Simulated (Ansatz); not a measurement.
**A computed series for InP: response to strain**

The reference is InP in the zinc blende structure (space group F-43m, No. 216; a = 5.9073 Å). Axes: x, y, z lie along the cube axes.

Strains are applied to the cell and any free atomic positions relax; under biaxial strain the out-of-plane vector relaxes too.

Level of theory: r2SCAN in Ansatz (plane waves to 500 eV, PAW, scalar-relativistic without spin-orbit coupling), earlier PAW set.

Candidates:
(a) uniaxial strain ε_xx = +1.56 %
(b) biaxial strain −2.22 %, plane normal [001], relaxed out of plane
(c) uniaxial strain ε_yy = +4.13 %
(d) tensor shear ε_yz = −0.50 %

For the base:

- Band gap: 1.02 eV

Task: Order them by band gap, lowest first.

Result: (c) uniaxial strain ε_yy = +4.13 % (0.71 eV), (a) uniaxial strain ε_xx = +1.56 % (0.91 eV), (d) tensor shear ε_yz = −0.50 % (0.99 eV), (b) biaxial strain −2.22 %, plane normal [001], relaxed out of plane (1.06 eV)

Whether these cells are dynamically stable was not tested.

Ansatz is an electronic-structure program.
